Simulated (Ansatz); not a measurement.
# What pressure 5 GPa does to Ta5Si3

Consider Ta₅Si₃ (space group I4/mcm, No. 140; a = 6.504 Å, c = 11.814 Å).

Perturbation: a hydrostatic pressure of 5 GPa.

Method: plane-wave PAW DFT at the PBEsol level (Ansatz, a quantum-chemistry and plane-wave program, 420 eV), no SOC. Γ-centred 8×8×8 mesh, Fermi–Dirac width 0.05 eV.

```tsv
quantity	base	changed	shift
volume per atom	15.62 Å³	15.29 Å³	-0.323 Å³
density	13.15 g/cm³	13.42 g/cm³	+0.278 g/cm³
lattice parameter a	650.4 pm	646.0 pm	-4.32 pm
c/a ratio	1.817	1.815	-0.002
shortest interatomic distance	239.5 pm	237.9 pm	-1.6 pm
enthalpy H = E + PV relative to the base's energy	–	+0.48 eV/atom	–
band gap	zero	zero	–
```

Cost of the whole job for the changed cell (relaxation, final SCF and bands): very roughly 11 core-minutes.

Load acts through the strain it causes; cell and atoms are relaxed under it. Stability against distortions was not tested. Competing high-pressure phases were not computed. All final runs are without spin polarisation.
